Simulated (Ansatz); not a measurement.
Consider this model of amorphous Si12B24N40.

```xyz
76
Lattice="9.5381 -0.1567 -0.0420 -0.1567 9.7524 0.3782 -0.0420 0.3782 9.8506" Properties=species:S:1:pos:R:3 pbc="T T T"
Si     4.7976     7.8869     3.8738
Si     2.9748     3.9474     0.5723
Si     9.1998     6.6659     2.6162
Si     8.0957     0.6071     9.0864
Si     2.6489     5.9264     2.7531
Si     3.4752     0.7527     3.5272
Si     9.3740     6.1169     8.1511
Si     2.4219     5.4169     7.2271
Si     4.9301     1.7582     6.3301
Si     1.9083     8.8139     2.8189
Si     0.3681     3.8799     2.2472
Si     5.0785     5.2371     2.3502
B      2.8296     9.5863    10.1202
B      4.1973     1.3971     0.8469
B      3.8273     7.3866     6.2539
B      4.1010     9.2931     6.2866
B      3.4768     3.0653     8.6149
B      0.9971     9.3022     9.8704
B      6.2956     4.0110     6.8578
B      6.8450     7.2793     2.0521
B      7.1519     6.5098     7.9686
B      8.0182     1.4628     2.6735
B      8.4562     6.9882     5.5174
B      2.1375     8.0789     7.8633
B      5.2568     6.1888     7.4318
B      8.0848     8.1413     9.8878
B      4.3825     0.8670     8.3388
B      7.7118     8.6154     3.6122
B      7.6286     5.2347     0.9239
B      0.2992     1.0273     3.2931
B      1.0744     4.1424     9.2072
B      8.2844     3.7032     9.1641
B      1.6374     4.4982     4.6828
B      7.2725     2.5281     0.7258
B      5.5267     2.5083     2.4947
B      5.8927     8.7447     8.3205
N      1.2909     3.5722     0.7627
N      8.4569     0.1816     3.2817
N      3.8960     2.0789     7.6995
N      1.7505     9.3516     1.2049
N      8.5315     7.3595     4.2148
N      6.3647     8.1368     3.1308
N      5.9319     7.3614     7.9387
N      4.8444     8.1540     5.5639
N      4.1955     6.3112     3.4616
N      1.6606     4.4972     3.3097
N      7.9785     2.2448     9.3795
N      8.8561     5.0991     1.9570
N      8.3482     6.6647     6.8286
N      2.4982     4.2425     8.5698
N      6.8571     1.8885     1.9261
N      8.0927     6.6534     9.2908
N      7.4212     3.8880     0.2766
N      2.9065     8.3823     6.7107
N      5.4664     3.7762     2.9502
N      6.1602     2.8704     6.2273
N      6.3295     5.1970     7.5354
N      6.4177     6.0129     1.5365
N      3.5157     8.8883     3.3386
N      4.1286     0.8922     5.1223
N      3.9768     2.6386     0.1222
N      4.9532     9.7973     7.6981
N      6.8234     9.0968     9.3674
N      9.1691     9.2345     9.4394
N      1.6745     4.6369     5.9571
N      8.2226     7.6891     1.6033
N      9.4004     4.3510     8.4756
N      2.0988     8.9152     9.0282
N      1.4710     6.7299     7.9340
N      1.3826     7.1442     2.8106
N      4.3327     1.5935     2.2884
N      3.9572     6.0493     6.8328
N      3.5089     5.3026     1.3524
N      9.3035     2.2068     2.8202
N      4.1890     0.5977     9.7671
N      1.6193     0.4789     3.4103
```

These are PBE, scalar-relativistic without spin-orbit coupling (plane waves to 420 eV, PAW; Ansatz, a first-principles code) values and carry that method's errors.

Preparation: random packing, a CHGNet melt and quench, and a DFT relaxation. N atoms were pushed apart under 1.9 Å during the dynamics, to hinder bonds among them. The hot cell started wider than the set density and was brought back towards it in steps. It is the lowest in DFT energy of 2 quenches. It is a model cell: composition and starting density were chosen by hand, and all elements were melted together. No dispersion term was used. Its density started from a set value of 2.10 and ended at 2.10 g/cm³. Cooling (nominally 760 K/ps over its main leg) ran many orders faster than in experiment, which tends to leave more defects and strain. A cell of this size samples the disorder only roughly. The volume was held where the preparation left it and the shape relaxed, at a PBE pressure of -1.2 GPa (tension). Stress components on the final sampling reach 1.2 GPa.

Neighbours within Si-Si 2.60 Å, Si-B 2.28 Å, Si-N 2.14 Å, B-B 1.97 Å, B-N 2.00 Å, N-N 1.70 Å count as bonded. Two cations that share two anions don't count as bonded, nor two that share one unless they lie closer than Si-Si 2.38 Å, Si-B 2.09 Å, B-B 1.80 Å.

Task: Give the coordination numbers, mean bond lengths and angles.

Result: 
| Item | Result |
|---|---|
| Mean coordination of Si by anions | 3.92 (1 with 3, 11 with 4) |
| Mean coordination of B by anions | 3.04 (3 with 2, 17 with 3, 4 with 4) |
| Mean coordination of N | 3.00 (3 with 2, 34 with 3, 3 with 4) |
| Mean B-N bond | 1.490 Å (spread 0.094 Å, 73 counted) |
| Mean Si-N bond | 1.750 Å (spread 0.067 Å, 47 counted) |
| Bond angle at Si | mean 109.4°, spread 13.2° |
| Bond angle at B | mean 118.7°, spread 16.5° |
| Bond angle at N | mean 115.7°, spread 20.1° |

Task: Which atoms depart from the most common coordination of their element?

Result: Si4 has 3 (N64 1.67 Å, N47 1.67 Å, N63 1.69 Å); B16 has 4 (N44 1.54 Å, N54 1.56 Å, N60 1.57 Å, N62 1.72 Å); B19 has 2 (N56 1.31 Å, N57 1.37 Å); B21 has 4 (N43 1.49 Å, N57 1.61 Å, N52 1.63 Å, N49 1.66 Å); B23 has 2 (N49 1.35 Å, N41 1.36 Å); B26 has 4 (N66 1.57 Å, N52 1.60 Å, N64 1.60 Å, N63 1.67 Å); B29 has 4 (N53 1.51 Å, N58 1.56 Å, N48 1.61 Å, N52 1.88 Å); B33 has 2 (N65 1.28 Å, N46 1.37 Å); N50 has 4 (B17 1.53 Å, B31 1.56 Å, Si8 1.79 Å, Si2 1.91 Å); N52 has 4 (B26 1.60 Å, B21 1.63 Å, Si7 1.80 Å, B29 1.88 Å); N55 has 2 (B35 1.35 Å, Si12 1.63 Å); N56 has 2 (B19 1.31 Å, Si9 1.66 Å); N62 has 4 (B27 1.50 Å, B36 1.54 Å, B16 1.72 Å, Si9 1.99 Å); N65 has 2 (B33 1.28 Å, Si8 1.67 Å).

Task: List the pairs of like atoms that count as bonded by the rules above.

Result: There are none by these rules.
